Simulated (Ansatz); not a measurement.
The parent structure is CdSe in the wurtzite structure (space group P6_3mc, No. 186).

```cif
data_Cd2Se2
_chemical_formula_sum 'Cd2 Se2'
_space_group_name_H-M_alt 'P 1'
_space_group_IT_number 1
_cell_length_a 4.38288
_cell_length_b 4.38288
_cell_length_c 7.15467
_cell_angle_alpha 90.000
_cell_angle_beta 90.000
_cell_angle_gamma 120.000
loop_
_space_group_symop_operation_xyz
  'x, y, z'
loop_
_atom_site_label
_atom_site_type_symbol
_atom_site_fract_x
_atom_site_fract_y
_atom_site_fract_z
_atom_site_occupancy
Cd1 Cd 0.66667 0.33333 0.00047 1
Cd2 Cd 0.33333 0.66667 0.50047 1
Se1 Se 0.66667 0.33333 0.62473 1
Se2 Se 0.33333 0.66667 0.12473 1
```

The values are results of Ansatz (an electronic-structure program), PBE, PAW, cutoff 420 eV, without spin-orbit coupling, earlier PAW set, not measurements.

Carriers are added at fixed cell with a uniform background; the Fermi–Dirac width is that of 300 K.

One change was made to it. Results:

The Fermi level relative to the doped band's edge (positive inside the band; to 0.05 eV) amounts to +0.35 eV; the gap between the host's bands rises by 0.13 eV (0.54 eV → 0.67 eV); the gap character stays direct at Γ.

What was done to the base?
A. electrons 5.0×10^21 cm⁻³
B. holes 3.0×10^21 cm⁻³
C. electrons 2.0×10^21 cm⁻³

B, holes 3.0×10^21 cm⁻³. For comparison, the Fermi level from band edge in the other runs: electrons 5.0×10^21 cm⁻³ gives +2.25 eV; electrons 2.0×10^21 cm⁻³ gives +1.85 eV.

Carriers are added with a uniform compensating background; total energy and stress of such cells depend on the potential's zero and are not compared; many-body gap narrowing is missing at this level. Stability against distortions was not tested.
